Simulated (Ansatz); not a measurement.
SiO2: energy against strain

SiO2 (quartz, P3_221, 12.223 Å³/atom at rest, c along z) under a strain ε along c (axis z), the other axes held. LDA in Ansatz, a plane-wave DFT program (PAW, default set), 420 eV, 8×8×6 Γ-centred mesh, Fermi-Dirac smearing 0.05 eV; ions are relaxed within the symmetry of each cell.

Here s stands for strain and y for E less E0.

| strain (%) | E less E0 (meV/atom) |
|---|---|
| -1.50 | 0.89 |
| -0.75 | 0.20 |
| 0.00 | 0.00 |
| 0.75 | 0.19 |
| 1.50 | 0.84 |
| 3.00 | ? |

**Question.** Fit y against s with a parabola, and predict the withheld value at s = 3.00.

**Answer.** Least squares gives y = -0.015 - 0.0147·s + 0.3898·s². Residuals (row less fit): 0.006, -0.015, 0.015, -0.003, 0.000; standard error 0.016 (degrees of freedom: 2). Twice the quadratic coefficient over the volume, 2 × 0.3898 meV × 10⁴ × 0.1602 / 12.223 Å³, is the elastic constant C33 = 102 ± 2.0 GPa. At the withheld row, y = -0.015 - 0.0147 × 3.00 + 0.3898 × 3.00² = 3.449 meV/atom. The calculation gives 3.25 meV/atom, 0.199 meV/atom below the prediction (6.1 % of the range of y in the table). The row lies outside the fitted rows, so this is an extrapolation. From the scatter of the fitted rows alone, a prediction at this place has a standard error of 0.065 meV/atom, so the miss is 3.1 times that.

One order more, fitted to all 9 runs of the series, follows each within 0.02, so the miss is the next term of a smooth law. Rows are the converged runs of the series near zero and its far end; series whose fitted rows scatter by over a few per cent of the range, as at a crossing or softening among them, aren't shown in this form. Most that stay on the fit to the last digits aren't either.
